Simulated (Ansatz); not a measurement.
**NaYS2 (space group R-3m, No. 166; a model cell)**

Space group R-3m, hexagonal axes (No. 166); a = b = 3.936 Å, c = 19.756 Å, α = β = 90.00°, γ = 120.00°

```tsv
atom	site	symmetry	x	y	z
Y	3a	-3m	0.0000	0.0000	0.0000
Na	3b	-3m	0.0000	0.0000	0.5000
S	6c	3m	0.0000	0.0000	0.2574
```
(The calculation used a cell of 4 atoms; values per cell refer to that cell.)

Method: DFT with PBEsol, PAW potentials and a 420 eV plane-wave cutoff in Ansatz (a quantum-chemistry and plane-wave program), scalar-relativistic without spin-orbit coupling. k-mesh 10×10×10 (Γ-centred); smearing 0.05 eV (Fermi–Dirac).

```json
{
  "volume_per_atom": "22.09 Å³",
  "density": "3.31 g/cm³",
  "band_gap": "2.14 eV, indirect, Γ → F",
  "total_energy": "-1762.077 eV/atom (σ→0; compares only within this code and set-up)"
}
```

Stability against distortions was not tested.
